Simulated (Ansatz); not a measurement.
Habitual settings against a tight run: TiCrCuS₄ (Cm, 7 atoms in the cell)

Self-consistent single point.

```
TiCrCuS4
1.0
    6.38073    -1.71210     0.00000
    6.38073     1.71210     0.00000
   -2.68937     0.00000     5.22065
Ti Cr Cu S
1 1 1 4
Direct
  0.75566   0.75566   0.73360
  0.24391   0.24391   0.25626
  0.50131   0.50131   0.50125
  0.62362   0.62362   0.29409
  0.37783   0.37783   0.70723
  0.13404   0.13404   0.80180
  0.86362   0.86362   0.20577
```
Moments meant for the start (each program seeds them in its own way; μB, in the order of the atoms Ti Cr Cu S S S S): 0.0 3.0 0.0 0.0 0.0 0.0 0.0.

Method: LDA (PW92), default PAW files made with PBE (plane waves; Ansatz, an electronic-structure program).

Base settings: basis.ecutwfc = 420 eV; kpoints.mp_grid.grid = 6 6 4; hamiltonian.xc = lda; hamiltonian.pseudopotentials = {kind: paw} (the program's default PAW files); magnetization.spin_polarized = true; scf.occupations.method = cold; scf.occupations.width = 0.1 eV.

Tight run (finer mesh or higher cutoff; not a proven limit): basis.ecutwfc: 420 eV → 590 eV; kpoints.mp_grid.grid: 6 6 4 → 9 9 6; scf.convergence.dr2_threshold: default (1e-07 eV) → 1e-09 eV. It gave Fermi level (on the code's own zero) 10.03 eV; pressure -4.96 GPa; largest force (vector length) 0.360 eV/Å; size of the cell's spin moment 2.93 μB.

Quick runs, as changes from the base:
- A: the base itself
- B: basis.ecutwfc: 420 eV → 210 eV; kpoints.mp_grid.grid: 6 6 4 → 4 4 4; hamiltonian.xc: lda → pbesol [PBEsol]
- C: basis.ecutwfc: 420 eV → 210 eV; kpoints.mp_grid.grid: 6 6 4 → 2 2 2; scf.occupations.width: 0.1 eV → 0.136 eV
- D: kpoints.mp_grid.grid: 6 6 4 → 4 4 4; scf.occupations.method: cold → methfessel_paxton; scf.occupations.width: 0.1 eV → 0.136 eV; kpoints.mp_grid.shift: default → 0.5 0.5 0.5; scf.convergence.dr2_threshold: default (1e-07 eV) → 0.001 eV

Dashes: energy of B, another energy zero; time of B, C, under 30 s.

† marks runs with another functional, U, potentials or spin treatment: their distance from the tight run is not a convergence error alone.

The count of work is k-points × plane waves × bands × iterations; it is no time. Core times come from one kind of shared machine and are given to one figure; runs under 30 s give none.

Pressures in the table are Ansatz's without its Pulay estimate, at a fixed set of plane waves; the tight run's value above holds the estimate.

The starting cell comes from a database of computed structures (which also holds hypothetical and non-ambient phases and stackings), without a prior relaxation at this level. Its lattice was rescaled by a random factor within 2.5 % of one. With one magnetic atom in the cell only a parallel order is possible. In the base run, with a pressure of about -5 GPa the cell is away from its equilibrium volume at this level.

```csv
run,energy less tight (meV/atom),pressure less tight (GPa),largest miss in a force vector (eV/Å),size of the net moment less tight (μB/atom),count of work / tight,core time / tight (rough)
A,2.0,0.00,0.027,0.00,0.17,0.2
B†,–,-137.00,0.574,0.01,0.032,–
C,3303.3,-142.52,1.396,-0.04,0.0088,–
D,6.8,-0.10,0.061,-0.01,0.056,0.06
```

Among the runs at the tight run's level, the energy misses run from 2.0 to 3303.3 meV/atom.

Left out of this page: 2 runs of the series outside the window shown, repeating another row's setting, or not comparable.

Keys are those of Ansatz 0.2.
